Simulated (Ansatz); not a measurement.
Consider NiGe (space group Pnma, No. 62; non-magnetic).

```
NiGe
1.0
    5.40742     0.00000     0.00000
    0.00000     3.47344     0.00000
    0.00000     0.00000     5.84671
Ni Ge
4 4
Direct
  0.50562   0.25000   0.69027
  0.00562   0.25000   0.80973
  0.49438   0.75000   0.30973
  0.99438   0.75000   0.19027
  0.68992   0.25000   0.08694
  0.18992   0.25000   0.41306
  0.31008   0.75000   0.91306
  0.81008   0.75000   0.58694
```

Computed with PBE (Ansatz, an electronic-structure program; PAW; 420 eV plane waves; scalar-relativistic without spin-orbit coupling).

For the base:

* **Band gap**: zero
* **Volume per atom**: 13.73 Å³

One thing is altered: a hydrostatic pressure of 15 GPa.

Problem. What does the calculation give for the band gap after the change?

Solution. The band gap is still zero.

Problem. What happens to the volume per atom?

Solution. The volume per atom decreases by 1.19 Å³, from 13.73 Å³ to 12.54 Å³.

Load acts through the strain it causes; cell and atoms are relaxed under it. No phonon test of stability was made. Competing high-pressure phases were not computed. Seeded moments were not kept for the base. The final runs are not spin-polarised.
